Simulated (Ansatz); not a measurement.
A relaxation of cell and atoms of Sc₂NiTe₄ (P1, 7 atoms in the cell) with Ansatz (an electronic-structure program).

Level of theory: PBE (plane waves, PAW; Ansatz).

```xyz
7
Lattice="-3.2480 3.2480 6.0278 3.2480 -3.2480 6.0278 3.2480 3.2480 -6.0278" Properties=species:S:1:pos:R:3 pbc="T T T"
Sc    -0.0043    -0.0047     6.0574
Sc     3.2253     0.0132     3.0080
Ni     0.0242     0.0165     0.0012
Te     1.6421    -1.5523     7.5830
Te     1.5971     4.8192     1.5447
Te     1.6795     1.5989    -1.5547
Te     1.5800     1.6051     4.4575
```
Moments meant for the start (each program seeds them in its own way; μB, in the order of the atoms Sc Sc Ni Te Te Te Te): 0.0 0.0 2.0 0.0 0.0 0.0 0.0.

Reference input (self-consistent single point, DFT, PBE, plane waves, default PAW files): basis.ecutwfc = 420 eV; kpoints.mp_grid.grid = 2 2 3; hamiltonian.xc = pbe; hamiltonian.pseudopotentials = {kind: paw} (the program's default PAW files); magnetization.spin_polarized = true; scf.occupations.method = fermi_dirac; scf.occupations.width = 0.136 eV. This run's input differs from it in these lines:

Ansatz 0.2 input:
```diff
@@ -15,3 +15,3 @@
 basis:
-  ecutwfc: 420.0
+  ecutwfc: 250.0
 kpoints:
@@ -29,2 +29,4 @@
     width: 0.136
+relax:
+  cell: {}
 output:
```

Output, abridged:

```
   [... SCF lines of the steps left out ...]
relax step   1: F+E_penalty+E_count = -38028.46292029 eV  Δ(F+E_penalty+E_count) = +0.000e0 eV  max|allowed force component| = 9.460e-1 eV/Å  Δτ_max = 0.0000 Å  P = +0.263 GPa  Ω = 254.353 Å³  (18 SCF iters, dr2 threshold 1.00e-7 eV, accepted)
relax step   2: F+E_penalty+E_count = -38028.93040730 eV  Δ(F+E_penalty+E_count) = -4.675e-1 eV  max|allowed force component| = 1.671e-1 eV/Å  Δτ_max = 0.1992 Å  P = -1.198 GPa  Ω = 253.855 Å³  energy of the carried Pulay correction = +9.085e-2 eV  [...]
   [... lines left out ...]
relax step 119: F+E_penalty+E_count = -38028.92581541 eV  Δ(F+E_penalty+E_count) = +2.692e-3 eV  max|allowed force component| = 2.774e-3 eV/Å  Δτ_max = 0.0012 Å  P = -0.001 GPa  Ω = 237.339 Å³  energy of the carried Pulay correction = -2.712e-3 eV  [...]
relax step 120: F+E_penalty+E_count = -38028.91857136 eV  Δ(F+E_penalty+E_count) = +7.244e-3 eV  max|allowed force component| = 2.955e-3 eV/Å  Δτ_max = 0.0000 Å  P = +0.016 GPa  Ω = 237.339 Å³  stress off target by 6.78e-2 GPa  SCF on the basis [...]
basis re-selected at this cell: Δ(F+E_penalty+E_count) = +7.244e-3 eV, ΔP = +0.017 GPa vs the last step
   [... lines left out ...]
Absolute magnetization: 1.5518 μB (∫|ρ↑−ρ↓|, with the PAW one-centre terms)
Free energy (F): -38028.918571 eV
Fermi energy:    6.450686 eV
Error: variable-cell relaxation did not converge after 120 `relax_step` rows, as none of its last 50 fresh-basis SCF(s) at a relaxed cell met both thresholds with a finite energy. The last misses `relax.cell.stress_tol`: largest allowed force component 2.96e-3 eV/Å (`relax.f_tol` 1.00e-2 eV/Å), stress off the target on the free part of the cell 6.78e-2 GPa (`relax.cell.stress_tol` 5.00e-2 GPa), F+E_penalty+E_count -38028.91857136 eV. The closest is row 118, whose structure comes with this error. Larger ratio of force or stress to its threshold at each such SCF whose figures are numbers: 21.059, 19.088, 16.559, 13.894, 12.239, 11.127, 10.383, 9.977, 8.934, 7.922, 6.102, 5.253, [...]
  cell:  # Å, volume = 237.3238 Å³
   [... lines left out ...]
    - [-3.168513060418735, 3.1451802772220447, 6.124071739343947]
    - [3.1575074335368223, -3.1478673178932532, 6.119589394976648]
    - [3.0858515365108703, 3.0652057939853887, -6.125519610570166]
  atoms:
    - { symbol: Sc, position: [0.5039513585691622, 0.5035899758953658, 0.0014684513756516974] }
    - { symbol: Sc, position: [0.2539241237457534, 0.7542082603874993, 0.5003813941832002] }
    - { symbol: Ni, position: [-0.0006101266847143602, -0.000330245680515693, -0.0010132355849531713] }
    - { symbol: Te, position: [0.37199949095719875, 0.9101738536321919, 0.033908738883607674] }
    - { symbol: Te, position: [0.8757903650214017, 0.3385591672651496, 0.9653686180789507] }
    - { symbol: Te, position: [0.085274524038528, 0.12612035199597654, 0.46568861775779763] }
    - { symbol: Te, position: [0.6596722643526709, 0.6176776365043328, 0.5341964153057459] }
```

The relaxation ended unconverged.  The full log also holds: “iter 13 did not close the SCF: its close was put off for a magnetic moment that had not settled (scf_convergence_deferred on its scf_iter line)”. The full log also holds: “iter 9 did not close the SCF: its close was put off for a magnetic moment that had not settled (scf_convergence_deferred on its scf_iter line)”.

The starting cell was generated: these elements placed on a structure prototype, without a prior relaxation; it need not be a known phase or ordering of this composition. Its atoms were displaced at random from the sites of space group no. 82. The cutoff lies below the one recommended for these files.

Cost on one core of a shared machine: roughly 40 min.
